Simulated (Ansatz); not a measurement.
A computed series for KBr: response to strain

Start from KBr in the rock salt structure (space group Fm-3m, No. 225; a = 6.608 Å). Axes: x, y, z lie along the cube axes.

Strains are applied to the cell and any free atomic positions relax; under biaxial strain the out-of-plane vector relaxes too.

Level of theory: r2SCAN (Ansatz, an electronic-structure program), scalar-relativistic without spin-orbit coupling.

Candidates:
(a) biaxial strain −1.16 %, plane normal [110], relaxed out of plane
(b) biaxial strain +1.40 %, plane normal [001], relaxed out of plane
(c) strain tensor (xx, yy, zz, yz, xz, xy) = (+1.72, +1.76, −0.03, −1.67, −1.29, −1.61) %

For the base:

| Property | Value |
|---|---|
| Band gap | 5.07 eV |

### Question
Order them by band gap, highest first.

### Answer
(a) biaxial strain −1.16 %, plane normal [110], relaxed out of plane (5.08 eV), (b) biaxial strain +1.40 %, plane normal [001], relaxed out of plane (4.99 eV), (c) strain tensor (xx, yy, zz, yz, xz, xy) = (+1.72, +1.76, −0.03, −1.67, −1.29, −1.61) % (4.90 eV)

Gaps are Kohn–Sham eigenvalue differences; semilocal functionals usually give less than the measured gap. No phonon test of stability was made.
